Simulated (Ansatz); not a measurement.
Strongest site found for several adsorbates on bcc W (110).

Method: PBE (plane waves to 420 eV, PAW; Ansatz, an electronic-structure program).

Counted are starts at which the adsorbate stayed whole and on top. Thin slabs; no dispersion, zero-point or thermal terms; negative values mean binding.

| adsorbate, area an adsorbate | reference | bonded to | E_ads (eV) | shortest bond to the host (Å) |
|---|---|---|---|---|
| CH3, 29 Å² | CH4(g) − ½ H2(g) | 3 W | -0.01 | 2.28 |
| Br, 7 Å² | ½ Br2(g) | W | -0.39 | 2.60 |
| Al, 14 Å² | an atom of fcc Al | 4 W | -0.79 | 2.65 |
| I, 29 Å² | ½ I2(g) | 3 W | [?] | 2.84 |
| N, 65 Å² | ½ N2(g) | 3 W | [?] | [?] |
| Mg, 14 Å² | an atom of hcp Mg | 4 W | -0.37 | 2.85 |
| Br, 29 Å² | ½ Br2(g) | 3 W | [?] | 2.64 |
| CO, 7 Å² | CO(g) | W | [?] | 2.03 |

### Question
Complete the blanks.

### Answer

- I, 29 Å², E_ads (eV): -2.27
- N, 65 Å², E_ads (eV): -1.80
- N, 65 Å², shortest bond to the host (Å): 1.98
- Br, 29 Å², E_ads (eV): -2.43
- CO, 7 Å², E_ads (eV): -1.58
